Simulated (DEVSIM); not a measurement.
System: Cr/SiO2/n-Ge capacitor, at 300 K.

| layer (left to right) | material | thickness (nm) | Nd (cm⁻³) |
|---|---|---|---|
| 1 | SiO2 | 12.0 | - |
| 2 | Ge | 3500 | 2.9e16 |

Metal gate on the left, work function 4.5 eV. Fixed charge at the semiconductor interface -7.4e10 cm⁻² (in units of +e); no interface traps.

The device is made up for the run: typed textbook-type constants, with dimensions and the other settings drawn at random. Values at 300 K; Nc and Nv go as T^1.5, mobilities as T to minus their exponent, the gap by Varshni's rule with the affinity fixed.

```tsv
parameter	SiO2	Ge
gap (eV)	9	0.664
affinity (eV)	0.9	4
permittivity	3.9	16
Nc (cm⁻³)	-	1.04e19
Nv (cm⁻³)	-	6e18
Varshni α (eV/K)	-	0.000477
Varshni β (K)	-	235
```

Simulated with DEVSIM: 1D Poisson equation in equilibrium, Boltzmann statistics, complete ionisation; no quantum confinement or tunnelling. Metal contacts follow the ideal Schottky-Mott rule: no Fermi-level pinning, no interface dipoles.

Base results: flat-band voltage (V) 0.39; threshold voltage (band bending 2φF) (V) -0.23; minimum of the low-frequency capacitance (μF/cm²) 0.0827.

Q: What follows from this one change: temperature 300 → 350 K?

A: flat-band voltage 0.39 → 0.36 V; threshold voltage (band bending 2φF) -0.23 → -0.15 V; minimum of the low-frequency capacitance 0.0827 → 0.0971 μF/cm².

Q: What follows from this one change: interface trap density 0 → 2e+12 cm^-2 eV^-1?

A: flat-band voltage 0.39 → 0.59 V; threshold voltage (band bending 2φF) -0.23 → -0.44 V; minimum of the low-frequency capacitance 0.0827 → 0.174 μF/cm².
